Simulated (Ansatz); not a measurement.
TiRu (Pm-3m), PBEsol, DFPT electron-phonon coupling, linearised Boltzmann equation run with Ansatz (an electronic-structure program): phonon-limited resistivity 5.15 μΩ·cm at 300 K, 7.16 μΩ·cm at 400 K, current-weighted mean free path 34 nm, Drude plasma energy 4.93 eV.

What temperature coefficient of resistance follows, and how does it compare with 1/T?

(ρ₄₀₀ − ρ₃₀₀)/(100 K × ρ₃₀₀) = 3.90×10⁻³ K⁻¹, against 1/T = 3.33×10⁻³ K⁻¹ for a resistivity proportional to T. It lies higher because phonons are still being populated at 300 K; impurities would add a constant and lower it.

Estimate the electronic thermal conductivity at 300 K by the Wiedemann-Franz law (L₀ = 2.44×10⁻⁸ W·Ω/K²).

L₀T/ρ = 2.44×10⁻⁸ × 300/(5.15×10⁻⁸) = 142 W/(m·K). Inelastic scattering puts the true Lorenz number somewhat under L₀ near and below the Debye temperature.

What Drude relaxation time do resistivity and plasma energy imply?

ω_p = 7.49e15 s⁻¹, so τ = 1/(ε₀ ω_p² ρ) = 39.1 fs, a damping ħ/τ of 16.8 meV.

A metal at this level (no band gap). Only scattering by harmonic phonons is included (no impurities, grain boundaries, electron-electron scattering or thermal expansion). Spin-orbit coupling is left out. Halving the electron mesh (28x28x28) moves the resistivity by up to 4 % at 300 K, the mean free path by up to 2 %. Smearing 0.20 eV; phonons on a 5x5x5 q mesh, which this run doesn't test.

Formula and space group known from diffraction (Crystallography Open Database), not checked to be the room-temperature form: TiRu (Pm-3m).
